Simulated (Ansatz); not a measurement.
# What isotropic strain −0.50 % does to ZnCu

The reference is ZnCu in the CsCl type structure (space group Pm-3m, No. 221; a = 2.964 Å; relaxed with 0.1 eV smearing).

Perturbation: the cell is scaled by 0.9950 in all directions; the atoms relax in the strained cell.

Method: Ansatz (a quantum-chemistry and plane-wave program), PBE, PAW, cutoff 420 eV, without spin-orbit coupling. Γ-centred 19×19×19 mesh, Fermi–Dirac width 0.1 eV.

- Volume per atom = 12.83 Å³ (base 13.02 Å³)
- Space group = Pm-3m (No. 221) (base Pm-3m (No. 221))
- Energy relative to the base (free energy F) = +1.1 meV/atom
- Band gap = zero (base zero)

Final structure:

```
CELL_PARAMETERS angstrom
      2.94938     0.00000     0.00000
      0.00000     2.94938     0.00000
      0.00000     0.00000     2.94938
ATOMIC_POSITIONS crystal
  Zn 0.50000 0.50000 0.50000
  Cu 0.00000 0.00000 0.00000
```

Whether these cells are dynamically stable was not tested. The final runs are not spin-polarised.
